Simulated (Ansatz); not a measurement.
Carrier properties of monolayer TiS2

Data:

```yaml
crystal:
  lattice:
    - [3.58378, 0.00000, 0.00000]
    - [-1.79189, 3.10364, 0.00000]
    - [0.00000, 0.00000, 18.78370]
  atoms:
    - { symbol: Ti, position: [0.00000, 0.00000, 0.50000] }
    - { symbol: S, position: [0.33333, 0.66667, 0.57171] }
    - { symbol: S, position: [0.66667, 0.33333, 0.42829] }
```

Calculation: PBE, rigid bands (plane waves, PAW, scalar-relativistic; Ansatz, a program for electronic structure). Condition of this run: biaxial strain +5 %. Cell: cell and atoms relaxed with PBE, then loaded as said.

```yaml
band_gap: 0.54 eV
electron conductivity mass (300 K, dilute): 0.80 mₑ
hole conductivity mass (300 K, dilute): 0.196 mₑ
effective density of states N_c (300 K): 4.3e13 cm⁻²
effective density of states N_v (300 K): 4.0e12 cm⁻²
Seebeck coefficient, n-type 1.9e12 cm⁻², 300 K: -453 μV/K
Seebeck coefficient, p-type 1.9e12 cm⁻², 300 K: 234 μV/K
```

Rigid bands; masses and Seebeck coefficients take one relaxation time τ for all states and one kind of carrier; polarons and phonon drag are left out. Spin-orbit coupling is left out; where it splits the top of the valence band, N_v and the p-type Seebeck coefficient come out somewhat high without it.
